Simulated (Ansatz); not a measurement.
A computed series for SnO2: response to strain

The parent structure is SnO₂ in the rutile structure (space group P4_2/mnm, No. 136; a = 4.7224 Å, c = 3.1903 Å).

Strains are applied to the cell and any free atomic positions relax.

Method: plane-wave PAW DFT at the LDA level (Ansatz, a program for electronic structure, 420 eV), no spin-orbit coupling.

Notes on the quantities. pressure: mean of the normal stresses, compression positive.

| isotropic strain (%) | pressure (GPa) |
|---|---|
| 0 | 0.0 |
| 0.6 | -3.6 |
| 1.2 | -6.9 |
| 1.8 | -9.9 |
| 2.4 | ? |
| 3 | -15.0 |

Question: Fit P = P₀ − Bδ + Cδ² with δ = (1 + ε)³ − 1 to the rows shown and predict the withheld row.

Answer: Least squares on the printed values gives P₀ = 0.0 GPa, B = 207 GPa (at held cell shape), C = 488 GPa (largest residual 0.0 GPa); this predicts -12.6 GPa, and the run gives -12.6 GPa, in agreement.

No phonon test of stability was made.
